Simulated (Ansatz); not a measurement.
Ansatz (a quantum-chemistry and plane-wave program) run on InSe (R3m, 4 atoms in the cell): self-consistent single point.

Level of theory: PBEsol, default PAW files made with PBE (plane waves; Ansatz).

```xyz
4
Lattice="2.0132 1.1623 8.5655 -2.0132 1.1623 8.5655 0.0000 -2.3247 8.5655" Properties=species:S:1:pos:R:3 pbc="T T T"
In     0.0000     0.0000     2.8856
In     0.0000     0.0000     0.0470
Se     0.0000     0.0000    15.9244
Se     0.0000     0.0000    21.2203
```

Reference input (self-consistent single point, DFT, PBEsol, plane waves, default PAW files made with PBE): basis.ecutwfc = 420 eV; kpoints.mp_grid.grid = 7 7 7; hamiltonian.xc = pbesol; hamiltonian.pseudopotentials = {kind: paw} (the program's default PAW files); scf.occupations.method = fixed. This run's input differs from it in these lines:

Ansatz 0.2 input:
```diff
@@ -18,3 +18,3 @@
 scf:
-  occupations: { method: fixed }
+  occupations: { method: fermi_dirac, width: 0.5 eV }
 output:
```

The program printed (abridged):

```
SCF iter   1: F=—  HF=-21901.331865 eV  |F-HF|=—  |Δ(HF+E_count)|=         —  Δρ=5.04e-3  dr2=7.68e-2  ethr=1.77e-3  ⟨swp⟩=8.9  Hψ=8638  notcnv=0
all-band conjugate gradients solve this SCF's bands
preconditioner: auto → LDOS
SCF iter   2: F=—  HF=-21901.329342 eV  |F-HF|=—  |Δ(HF+E_count)|=   2.52e-3  Δρ=3.78e-3  dr2=7.40e-2  ethr=1.32e-4  ⟨swp⟩=2.4  Hψ=3127  notcnv=0
SCF iter   3: F=—  HF=-21901.313849 eV  |F-HF|=—  |Δ(HF+E_count)|=   1.55e-2  Δρ=6.73e-4  dr2=2.15e-3  ethr=1.28e-4  ⟨swp⟩=2.0  Hψ=2005  notcnv=0
SCF iter   4: F=—  HF=-21901.313539 eV  |F-HF|=—  |Δ(HF+E_count)|=   3.10e-4  Δρ=1.61e-4  dr2=5.44e-5  ethr=3.71e-6  ⟨swp⟩=2.1  Hψ=2189  notcnv=0
SCF iter   5: F=—  HF=-21901.313536 eV  |F-HF|=—  |Δ(HF+E_count)|=   2.61e-6  Δρ=4.44e-5  dr2=2.74e-6  ethr=9.39e-8  ⟨swp⟩=2.0  Hψ=3177  notcnv=0
SCF iter   6: F=—  HF=-21901.313537 eV  |F-HF|=—  |Δ(HF+E_count)|=   6.36e-7  Δρ=1.21e-5  dr2=2.01e-7  ethr=4.73e-9  ⟨swp⟩=2.0  Hψ=3161  notcnv=0
SCF iter   7: F=-21901.313537 eV  HF=-21901.313537 eV  |F-HF|=3.13e-10  |Δ(HF+E_count)|=   1.96e-7  Δρ=2.64e-6  dr2=1.31e-8  ethr=1.72e-10  ⟨swp⟩=6.2  Hψ=6976  notcnv=0
SCF 1 converged in 7 iterations: F = -21901.313537 eV  dr2 = 1.31e-8
Free energy (F): -21901.313537 eV
Internal energy: -21900.637796 eV  (E = F + TS)
E sigma→0 (E₀):  -21900.975666 eV
Entropy (-TS):   -0.675742 eV (-168.935 meV/atom)
Fermi energy:    7.154561 eV
--- Forces (eV/Å), atoms counted from 1 ---
  atom   1  In     0.00000000    -0.00000000    -0.55409313
  atom   2  In     0.00000000    -0.00000000     0.29097935
  atom   3  Se     0.00000000     0.00000000    -0.16852627
  atom   4  Se     0.00000000     0.00000000     0.43167917
--- Stress (GPa, compression-positive) ---
        1.121693       0.000000       0.000000
        0.000000       1.121693       0.000000
        0.000000       0.000000       0.001424
  P = ⅓ Tr σ = 0.7483 GPa (7.483 kbar)
  The stress holds the Pulay correction. Without it, at fixed plane waves, as pw.x and ABINIT print it: P = 0.7210 GPa
```

The run converged in 7 iterations. Against the reference run the free energy goes down by 44.9 meV/atom, the pressure goes from 0.14 to 0.75 GPa and the largest force goes from 0.649 to 0.554 eV/Å.

The starting cell comes from a database of computed structures (which also holds hypothetical and non-ambient phases and stackings), without a prior relaxation at this level. Its lattice was rescaled by up to half a per cent. One atom was moved a little off its site on purpose. Ansatz's pressure includes its estimate of the finite-basis (Pulay) stress. A gap is left out here, as mesh or smearing make it unsure.
